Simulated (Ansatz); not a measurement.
Start from C (space group I4/mmm, No. 139; a model cell, its experimental status unchecked).

```
CELL_PARAMETERS angstrom
     -2.17820     2.17820     1.24946
      2.17820    -2.17820     1.24946
      2.17820     2.17820    -1.24946
ATOMIC_POSITIONS crystal
  C  0.18031 0.18031 0.36062
  C  0.18031 0.81969 0.00000
  C  0.81969 0.18031 0.00000
  C  0.81969 0.81969 0.63938
```

Levels (all Ansatz, an electronic-structure program, PAW): PBEsol (420 eV, scalar-relativistic without spin-orbit coupling); r2SCAN (500 eV, without spin-orbit coupling); HSE06 (420 eV, scalar-relativistic without spin-orbit coupling).

At the geometry relaxed with PBEsol, these levels gave the following band gaps, in shuffled order: (a) 2.27 eV, (b) 2.65 eV, (c) 3.50 eV.

**Question.** Match each gap to its level.

**Answer.** (a) PBEsol; (b) r2SCAN; (c) HSE06.

Single points use the geometry relaxed with PBEsol. The hybrid gap comes from the SCF mesh plus the semilocal run's edge points and a few special points and is an upper bound. Stability against distortions was not tested. This is not the structure that C has at room temperature and ambient pressure.
